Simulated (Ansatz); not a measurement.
Formation energy of the bound charge states of Co_Al in wurtzite AlN (start: the Al site; 96-site cell, 2×2×2 shifted sampling) against the Fermi level, Al-rich (Δμ(Al) = 0.00 eV, Δμ(Co) = -1.77 eV, bounded by Al9Co2 (P2_1/c); only phases computed here count, gases as isolated molecules at 0 K). Calculation: PBE, PAW (plane waves to 420 eV; Ansatz, an electronic-structure program).

Cell and caveats: 96-site cell; 2×2×2 shifted k-points; host gap 4.03 eV; charged states image-corrected; no Hubbard U; energies good to tenths of an eV; flagged in the runs: a host whose relaxation on this sampling wasn't shown to rest.

Left out: charge −2 (level within 0.1 eV of a band edge or past it).

| E_F − E_VBM (eV) | q = +1 | q = 0 | q = −1 |
|---|---|---|---|
| 0.00 | 6.06 | 6.69 | 8.40 |
| 0.50 | 6.57 | 6.69 | 7.90 |
| 1.01 | 7.07 | 6.69 | 7.40 |
| 1.51 | 7.58 | 6.69 | 6.89 |
| 2.02 | 8.08 | 6.69 | 6.39 |
| 2.52 | 8.58 | 6.69 | 5.88 |
| 3.03 | 9.09 | 6.69 | 5.38 |
| 3.53 | 9.59 | 6.69 | 4.88 |
| 4.03 | 10.10 | 6.69 | 4.37 |

Crossings of the lowest lines: (+1/0) at 0.63 eV; (0/−1) at 1.72 eV.
